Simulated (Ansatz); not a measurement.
The starting structures come from a database of crystals and need not be the phases stable at ambient conditions.

By PBEsol, the system below comes out a metal.

Input:

```xyz
10
Lattice="3.5214 0.0000 0.0000 0.0000 6.7456 0.0000 0.0000 0.0000 6.7456" Properties=species:S:1:pos:R:3 pbc="T T T"
Nb     0.0000     3.3728     3.3728
Nb     0.0000     0.0000     0.0000
Nb     1.7607     1.1565     4.5293
Nb     1.7607     5.5891     2.2163
Nb     1.7607     4.5293     5.5891
Nb     1.7607     2.2163     1.1565
Si     0.0000     4.2313     0.8585
Si     0.0000     2.5143     5.8871
Si     0.0000     0.8585     2.5143
Si     0.0000     5.8871     4.2313
```

Space group of this cell: P4/mbm. The cell is taken as given; by PBEsol its mean pressure is -5.1 GPa.

The current flows along the normal of the first two printed cell vectors, the (100) plane of the conventional cell. No spin-orbit coupling; the value is a mean over 0.1 eV about the Fermi level.

### Question
Compute, with PBEsol (Ansatz, a program for electronic structure), the ballistic conductance per area.

### Answer
0.67 × 10¹⁵ S/m² for both spins.
